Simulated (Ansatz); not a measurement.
Base system: LuN in the zinc blende structure (space group F-43m, No. 216; a = 5.0723 Å; a hypothetical phase, not in the database extracts checked). Axes: x, y, z lie along the cube axes.

Computed with Ansatz (a program for electronic structure), PBEsol, PAW, cutoff 420 eV, spin-orbit coupling left out.

It is then changed as follows: the cell is stretched by 1.24 % along z with no lateral relaxation, atoms relaxed at fixed cell.

Problem. Predict the stress tensor and what it implies for the stiffness.

Solution. Stress of the strained cell less that of the base (GPa, compression positive):
```
  -1.40    0.00    0.00
   0.00   -1.40    0.00
   0.00    0.00   -1.97
```

Then −Δσ_ii/ε with ε = 0.0124 gives secant stiffness values (nonlinear terms included at this strain): C33 ≈ 159 GPa, C13 ≈ 113 GPa and C23 ≈ 113 GPa.

Whether these cells are dynamically stable was not tested.
